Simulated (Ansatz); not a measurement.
The starting structures come from a database of crystals and need not be the phases stable at ambient conditions.

Inside the gap of an insulator the Bloch states are evanescent, with a wavenumber k + iκ along the transport direction.

Here is the system:

```yaml
crystal:
  lattice:
    - [6.36587, 0.00000, 0.00000]
    - [0.82953, 6.31159, 0.00000]
    - [2.76817, -3.15579, 4.19783]
  atoms:
    - { symbol: Ge, position: [0.25000, 0.25000, 0.50000] }
    - { symbol: Ge, position: [0.00000, 0.00000, 0.00000] }
    - { symbol: Se, position: [0.36296, 0.88704, 0.51204] }
    - { symbol: Se, position: [0.62500, 0.12500, 0.01204] }
    - { symbol: Se, position: [0.88704, 0.36296, 0.48796] }
    - { symbol: Se, position: [0.12500, 0.62500, 0.98796] }
```

Space group of this cell: I-42d. The cell is taken as given.

Transport runs along the normal of the first two printed cell vectors, the (110) plane of the conventional cell.

The gap is the functional's own, uncorrected, and κ follows it; spin-orbit coupling is left out. Mid-gap values are interpolated between the computed energies.

Task: State the band gap and the smallest decay constant κ at mid-gap according to Ansatz (an electronic-structure program) with PBEsol.

Result: Gap 1.60 eV on a 8×8×8 mesh; κ = 0.167 1/Å, at the zone centre.
